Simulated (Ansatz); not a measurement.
Where the default PAW files enter, the runs use the earlier of Ansatz's two default sets.

Data:

```
TiO2
1.0
    5.14912     0.00000     0.00000
    0.00000     5.45912     0.00000
    0.00000     0.00000     9.19420
Ti O
8 16
Direct
  0.86209   0.40258   0.37103
  0.13791   0.59742   0.62897
  0.63791   0.90258   0.62897
  0.36209   0.09742   0.37103
  0.36209   0.59742   0.12897
  0.63791   0.40258   0.87103
  0.13791   0.09742   0.87103
  0.86209   0.90258   0.12897
  0.53529   0.38999   0.26971
  0.46471   0.61001   0.73029
  0.96471   0.88999   0.73029
  0.03529   0.11001   0.26971
  0.03529   0.61001   0.23029
  0.96471   0.38999   0.76971
  0.46471   0.11001   0.76971
  0.53529   0.88999   0.23029
  0.18337   0.85119   0.01048
  0.81663   0.14881   0.98952
  0.31663   0.35119   0.98952
  0.68337   0.64881   0.01048
  0.68337   0.14881   0.48952
  0.31663   0.85119   0.51048
  0.81663   0.64881   0.51048
  0.18337   0.35119   0.48952
```

Space group of this cell: Pbca. The cell is taken as given; by PBEsol its mean pressure is -2.9 GPa.

Transport runs along the normal of the first two printed cell vectors.

The gap is the functional's own, uncorrected, and κ follows it; spin-orbit coupling is left out. Mid-gap values are interpolated between the computed energies.

### Question
Predict the band gap and the smallest decay constant κ at mid-gap from PBEsol (Ansatz, a quantum-chemistry and plane-wave program).

### Answer
Gap 2.26 eV on a 6×6×4 mesh; κ = 0.417 1/Å, at (0.167, 0.000) of the in-plane reciprocal vectors. At the zone centre, at the nearest computed energy, the slowest state has κ = 0.43 1/Å.
